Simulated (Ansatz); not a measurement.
## Se on the P site (zinc-blende BP host)

Computed with PBE, PAW (plane waves to 420 eV; Ansatz, a quantum-chemistry and plane-wave program). A 2×2×2 supercell of 64 sites was used; the energies come from a 2×2×2 shifted sampling of its zone. Site at the start: the P site. Energies of charged states are corrected for periodic images (point charge plus alignment at distant sites). Dielectric constants: PBE linear response of the host. Host gap at this level: 1.25 eV. Finite-size and sampling errors can reach tenths of an eV here. The semilocal functional narrows the gap, so deep levels can fall outside it. Spin–orbit coupling is left out. Each state is the lowest found from its start.

| charge | moment (μB) | largest move off a lattice site (Å) | image correction with alignment (eV) |
|---|---|---|---|
| +1 | not spin-polarised | 0.11 | 0.37 |
| 0* | fractional | 0.13 | – |
| −1* | not spin-polarised | 0.15 | – |

* At this level the carrier isn't localised at the defect: at charge 0 electrons occupy the conduction band; at charge −1 electrons occupy the conduction band. Such a state is shallow or no state of the defect, and this cell gives it no level.

No other site or start that was run ended lower by more than 0.1 eV.

Flagged in the runs: a doubtful potential alignment.
